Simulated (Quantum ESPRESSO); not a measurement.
## Parameter sweep on CO₂ (P4_12_12, 12 atoms in the cell)

```xyz
12
Lattice="5.0693 0.0000 0.0000 0.0000 5.0693 0.0000 0.0000 0.0000 7.2320" Properties=species:S:1:pos:R:3 pbc="T T T"
C      5.0125     0.0568     5.4240
C      2.4778     2.4778     0.0000
C      0.0568     5.0125     1.8080
C      2.5915     2.5915     3.6160
O      3.4217     1.7621     3.5630
O      0.7725     0.8871     5.3710
O      1.6476     3.3072     7.1790
O      4.2968     4.1822     1.7550
O      0.8871     0.7725     1.8610
O      3.3072     1.6476     0.0530
O      4.1822     4.2968     5.4770
O      1.7621     3.4217     3.6690
```

Base run A: Quantum ESPRESSO with PBEsol, GBRV 1.5 ultrasoft (PBESOL) pseudopotentials, self-consistent single point.

Its settings: ecutwfc = 40 Ry; ecutrho = 200 Ry; occupations = smearing; smearing = fd; degauss = 0.0036749 Ry; potentials = {C: c_pbesol_v1.2.uspp.F.UPF, O: o_pbesol_v1.2.uspp.F.UPF}; K_POINTS = automatic 4 4 3 0 0 0; conv_thr = 1e-10 Ry.

The starting cell comes from a database of computed structures (which also holds hypothetical and non-ambient phases and stackings), without a prior relaxation at this level.

Total energies depend on the potentials, the functional and any Hubbard or dispersion term, so they are compared only between runs that share all of them.

```tsv
run	change	pressure (GPa)	largest force (eV/Å)	gap on the mesh (eV)
A	base	-1.31	0.629	6.425
B	pseudopotentials: {C: c_pbesol_v1.2.uspp.F.UPF, O: o_pbesol_v1.2.uspp.F.UPF} → {C: c_lda_v1.2.uspp.F.UPF, O: o_lda_v1.2.uspp.F.UPF} [LDA (PZ)]	-4.45	1.136	6.174
C	pseudopotentials: {C: c_pbesol_v1.2.uspp.F.UPF, O: o_pbesol_v1.2.uspp.F.UPF} → {C: c_pbe_v1.2.uspp.F.UPF, O: o_pbe_v1.2.uspp.F.UPF}; input_dft: default → blyp [BLYP]	0.69	0.292	6.407
D	pseudopotentials: {C: c_pbesol_v1.2.uspp.F.UPF, O: o_pbesol_v1.2.uspp.F.UPF} → {C: c_pbe_v1.2.uspp.F.UPF, O: o_pbe_v1.2.uspp.F.UPF}; input_dft: default → wc [Wu-Cohen GGA]	-0.44	0.492	6.534
E	pseudopotentials: {C: c_pbesol_v1.2.uspp.F.UPF, O: o_pbesol_v1.2.uspp.F.UPF} → {C: c_pbe_v1.2.uspp.F.UPF, O: o_pbe_v1.2.uspp.F.UPF}; input_dft: default → vdw-df2 [vdW-DF2]	-0.74	0.188	6.127
F	pseudopotentials: {C: c_pbesol_v1.2.uspp.F.UPF, O: o_pbesol_v1.2.uspp.F.UPF} → {C: c_pbe_v1.2.uspp.F.UPF, O: o_pbe_v1.2.uspp.F.UPF}; input_dft: default → vdw-df-cx [vdW-DF-cx]	-0.43	0.370	6.653
G	pseudopotentials: {C: c_pbesol_v1.2.uspp.F.UPF, O: o_pbesol_v1.2.uspp.F.UPF} → {C: c_pbe_v1.2.uspp.F.UPF, O: o_pbe_v1.2.uspp.F.UPF}; input_dft: default → rvv10 [rVV10]	-1.02	0.150	6.130
```

Run C against A: The pressure goes from -1.31 to 0.69 GPa, the largest force goes from 0.629 to 0.292 eV/Å and the gap on the mesh goes from 6.425 to 6.407 eV.

Run E against A: The pressure goes from -1.31 to -0.74 GPa, the largest force goes from 0.629 to 0.188 eV/Å and the gap on the mesh goes from 6.425 to 6.127 eV.

Run B against A: The pressure goes from -1.31 to -4.45 GPa, the largest force goes from 0.629 to 1.136 eV/Å and the gap on the mesh goes from 6.425 to 6.174 eV.

Left out of this page: 3 runs of the series held back from this collection.
